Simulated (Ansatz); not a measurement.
System: SiC (model structure, started from the GeS type, Pnma, No. 62, 8 atoms in the cell). Method: LDA (Ansatz, a program for electronic structure, plane waves, PAW).

Numerical settings: plane-wave cutoff 520 eV, 8×18×16 k mesh (along the axes of the cell as run), Fermi–Dirac smearing 0.05 eV, scalar-relativistic PAW data made under PBE.

Cell (relaxed at this level):

```
CELL_PARAMETERS angstrom
      5.75870     0.00000     0.00000
      0.00000     3.10609     0.00000
      0.00000     0.00000     5.16128
ATOMIC_POSITIONS crystal
  Si 0.15963 0.25000 0.40376
  Si 0.34037 0.75000 0.90376
  Si 0.84037 0.75000 0.59624
  Si 0.65963 0.25000 0.09624
  C  0.82368 0.25000 0.39710
  C  0.67632 0.75000 0.89710
  C  0.17632 0.75000 0.60290
  C  0.32368 0.25000 0.10290
```

### Question
Give the computed band gap and bulk modulus.

### Answer

- band gap: 2.55 eV (on the SCF k mesh)
- bulk modulus: 151 GPa

Note: the bulk modulus is −V dP/dV from two relaxed cells at ±2 % in volume; the relaxation could raise the start's symmetry but not lower it, so the cell can be a saddle point.

Static lattice: no zero-point or thermal effects.

It cost very roughly 25 core-minutes of CPU time.

A model structure was made by putting elements into a prototype or built by hand; it is no filed structure, need not be a known phase, and can be a saddle point held by its symmetry.
